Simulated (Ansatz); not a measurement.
The structure below was relaxed with Ansatz (an electronic-structure program), PBEsol, PAW, cutoff 420 eV, no SOC, at pressure 5 GPa.

```yaml
crystal:
  lattice:
    - [6.33013, -1.83877, -0.06083]
    - [6.33013, 1.83877, -0.06083]
    - [-0.92591, 0.00000, 8.83947]
  atoms:
    - { symbol: As, position: [0.39030, 0.39030, 0.54899] }
    - { symbol: As, position: [0.60970, 0.60970, 0.45101] }
    - { symbol: As, position: [0.80388, 0.80388, 0.86133] }
    - { symbol: As, position: [0.19612, 0.19612, 0.13867] }
    - { symbol: Se, position: [0.97763, 0.97763, 0.71687] }
    - { symbol: Se, position: [0.02237, 0.02237, 0.28313] }
    - { symbol: Se, position: [0.21928, 0.21928, 0.65741] }
    - { symbol: Se, position: [0.78072, 0.78072, 0.34259] }
    - { symbol: Se, position: [0.61873, 0.61873, 0.95701] }
    - { symbol: Se, position: [0.38127, 0.38127, 0.04299] }
```

**Question.** Find the space group and the Wyckoff positions.

**Answer.** Space group C2/m (No. 12); a = 12.661 Å, b = 3.678 Å, c = 8.888 Å, α = 90.00°, β = 96.53°, γ = 90.00°

```csv
atom,site,symmetry,x,y,z
As,4i,m,0.3903,0.0000,0.5490
As,4i,m,0.1961,0.0000,0.1387
Se,4i,m,0.0224,0.0000,0.2831
Se,4i,m,0.2193,0.0000,0.6574
Se,4i,m,0.3813,0.0000,0.0430
```

Load acts through the strain it causes; cell and atoms are relaxed under it. No phonon test of stability was made. No other phases were tried under pressure. All final runs are without spin polarisation. The cell was made from As2Se3 (space group C2/m, No. 12) by this change: pressure 5 GPa.
